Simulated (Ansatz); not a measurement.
# Yb (Im-3m, No. 229, 1 atom in the cell; start mp-71; another form than the element's usual one)

All values below come from r²SCAN (Ansatz, a quantum-chemistry and plane-wave program, PAW).

Run with plane-wave cutoff 560 eV, 18×18×18 k mesh, Fermi–Dirac smearing 0.05 eV, no spin polarisation, scalar-relativistic PAW data made under PBE.

Cell (relaxed at this level):

```
Yb
1.0
   -2.03530     2.03530     2.03530
    2.03530    -2.03530     2.03530
    2.03530     2.03530    -2.03530
Yb
1
Direct
  0.00000   0.00000   0.00000
```

```yaml
bulk modulus B0: 21.9 GPa
```

Note: the run has no spin polarisation, so it can have missed a magnetic state; the bulk modulus is −V dP/dV from two relaxed cells at ±2 % in volume; the relaxation could not lower the start's symmetry, so the cell can be a saddle point above a distorted one; the 4f shell is treated without U or exact exchange, so its levels and filling can be wrong.

Spin–orbit coupling is not included.

Cost on a shared machine: roughly 110 core-seconds.

A start named mp-… is a Materials Project structure, which need not be a measured phase.
